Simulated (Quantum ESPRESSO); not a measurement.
Input and output of a self-consistent single point for RbZn₄As₃ (P4/mmm, 8 atoms in the cell) (Quantum ESPRESSO).

Level of theory: PBEsol, GBRV 1.5 ultrasoft (PBESOL) pseudopotentials (plane waves; Quantum ESPRESSO).

```
RbZn4As3
1.0
    4.18892     0.00000     0.00000
    0.00000     4.18892     0.00000
    0.00000     0.00000    10.39849
Rb Zn As
1 4 3
Direct
  0.00000   0.00000   0.50000
  0.00000   0.50000   0.15912
  0.50000   0.00000   0.15912
  0.00000   0.50000   0.84088
  0.50000   0.00000   0.84088
  0.50000   0.50000   0.29233
  0.50000   0.50000   0.70767
  0.00000   0.00000   0.00000
```

Reference input (self-consistent single point, DFT, PBEsol, plane waves, GBRV 1.5 ultrasoft (PBESOL) pseudopotentials): ecutwfc = 50 Ry; ecutrho = 250 Ry; occupations = smearing; smearing = gauss; degauss = 0.019992 Ry; potentials = {Rb: rb_pbesol_v1.uspp.F.UPF, Zn: zn_pbesol_v1.uspp.F.UPF, As: as_pbesol_v1.uspp.F.UPF}; K_POINTS = automatic 4 4 2 1 1 1; conv_thr = 1e-11 Ry. This run's input differs from it in these lines:

```diff
@@ -12,4 +12,4 @@
  ntyp = 3
- ecutwfc = 50
- ecutrho = 250
+ ecutwfc = 25
+ ecutrho = 125
  occupations = 'smearing'
```

The program printed (abridged):

```
     Self-consistent Calculation

     iteration #  1     ecut=    25.00 Ry     beta= 0.70

     negative rho (up, down):  7.248E-02 0.000E+00

     total energy              =   -2013.32977794 Ry
     estimated scf accuracy    <       4.73723149 Ry

     iteration #  2     ecut=    25.00 Ry     beta= 0.70

     negative rho (up, down):  6.989E-02 0.000E+00

     total energy              =   -2010.03245448 Ry
     estimated scf accuracy    <      45.18329191 Ry

     iteration #  3     ecut=    25.00 Ry     beta= 0.70

     negative rho (up, down):  7.103E-02 0.000E+00

     total energy              =   -2016.33615897 Ry
     estimated scf accuracy    <       2.13942791 Ry

   [... 9 blocks of this kind left out ...]

     iteration # 13     ecut=    25.00 Ry     beta= 0.70

     negative rho (up, down):  7.269E-02 0.000E+00

     total energy              =   -2016.58250137 Ry
     estimated scf accuracy    <          8.4E-11 Ry

     iteration # 14     ecut=    25.00 Ry     beta= 0.70

     negative rho (up, down):  7.269E-02 0.000E+00
     End of self-consistent calculation

     the Fermi energy is     8.1648 ev

!    total energy              =   -2016.58250137 Ry
     estimated scf accuracy    <          2.0E-12 Ry
     smearing contrib. (-TS)   =      -0.00000036 Ry
     internal energy E=F+TS    =   -2016.58250101 Ry

     convergence has been achieved in  14 iterations

     negative rho (up, down):  7.269E-02 0.000E+00

     Forces acting on atoms (cartesian axes, Ry/au):

     atom    1 type  1   force =     0.00000000    0.00000000    0.00000000
     atom    2 type  2   force =     0.00000000    0.00000000   -0.00188230
     atom    3 type  2   force =     0.00000000    0.00000000   -0.00188230
     atom    4 type  2   force =     0.00000000    0.00000000    0.00188230
     atom    5 type  2   force =     0.00000000    0.00000000    0.00188230
   [... lines left out ...]
     Total force =     0.003817     Total SCF correction =     0.000015
   [... lines left out ...]

     negative rho (up, down):  7.269E-02 0.000E+00
          total   stress  (Ry/bohr**3)                   (kbar)     P=    -1174.28
  -0.00798159   0.00000000   0.00000000        -1174.13        0.00        0.00
   0.00000000  -0.00798159   0.00000000            0.00    -1174.13        0.00
   0.00000000   0.00000000  -0.00798457            0.00        0.00    -1174.57

   JOB DONE.
```

The run converged in 14 iterations. Against the reference run the free energy goes up by 2.76 eV/atom, the pressure goes from -2.44 to -117.4 GPa, the largest force goes from 0.085 to 0.048 eV/Å and the gap on the mesh goes from 1.639 to 1.718 eV.

The starting cell comes from a database of published, mostly measured structures (it also holds non-ambient and calculated ones), without a prior relaxation at this level. Its lattice was rescaled by a random factor within 2.5 % of one. At the lowered cutoff the pressure carries the error of an incomplete plane-wave basis. The shifted mesh does not hold Γ, so a gap read on it misses any band edge there.
